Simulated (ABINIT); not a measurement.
**Pressure against volume in zinc-blende BeSe (space group 216) (ABINIT, PBE)**

```yaml
crystal:
  lattice:
    - [0.00000, 2.52430, 2.52430]
    - [2.52430, 0.00000, 2.52430]
    - [2.52430, 2.52430, 0.00000]
  atoms:
    - { symbol: Be, position: [0.00000, 0.00000, 0.00000] }
    - { symbol: Se, position: [0.75000, 0.75000, 0.75000] }
```

Computed with PBE, norm-conserving pseudopotentials (PseudoDojo nc-sr-05 PBE standard) (plane waves; ABINIT). Settings: pseudos = [Be.upf, Se.upf]; ecut = 1551 eV; ixc = 11; occopt = 3; tsmear = 0.01 eV; ngkpt = 11 11 11; nshiftk = 1; shiftk = 0 0 0; potentials = PseudoDojo nc-sr-05 PBE standard; nband = 15; kptopt = 1; nstep = 80; toldfe = 1e-09 Ha. The cell above is the first row's. The rows scale it uniformly. In all rows fractional positions and the k mesh are held.

```
V (Å^3/atom)  P (GPa)
------------  -------
16.085              ?
16.435           4.68
16.784           2.79
17.134           1.09
17.484          -0.46
17.834          -1.86
18.183          -3.13
18.533          -4.29
18.883          -5.33
```

**Question.** Fit P against V with a cubic, and predict the withheld value at V = 16.085.

**Answer.** With u = V - 17.7, the rows have u = -1.2650, -0.9160, -0.5660, -0.2160, 0.1340, 0.4830, 0.8330, 1.1830. Least squares gives P = -1.343 - 3.9589·u + 0.5615·u² - 0.0559·u³. Residuals (row less fit): 0.003, -0.007, 0.002, 0.001, 0.004, 0.000, -0.007, 0.003; standard error 0.006 (degrees of freedom: 4). The fitted pressure is zero at V0 = 17.38, where dP/dV = -4.340, so B0 = -V0·dP/dV = 75.4 GPa. At the withheld row, u = -1.6150, so P = -1.343 - 3.9589 × (-1.6150) + 0.5615 × (-1.6150)² - 0.0559 × (-1.6150)³ = 6.751 GPa. The calculation gives 6.76 GPa, 0.009 GPa above the prediction (0.1 % of the range of P in the table). The row lies outside the fitted rows, so this is an extrapolation. From the scatter of the fitted rows alone, a prediction at this place has a standard error of 0.016 GPa, so the miss is 0.6 times that.

Carrying the step between the two nearest rows on in a straight line would have given 6.58, off by 0.18; series whose last step already gives the withheld value aren't shown. The scan was laid around a cell of about the measured size, scaled by a guess for this functional. The runs keep the symmetry of the cell, so they don't test it for distortions. Cutoffs and mesh are single choices, not tested for convergence of this quantity. Series with a scatter that would blur these digits, or in which a gap closes, are not shown.
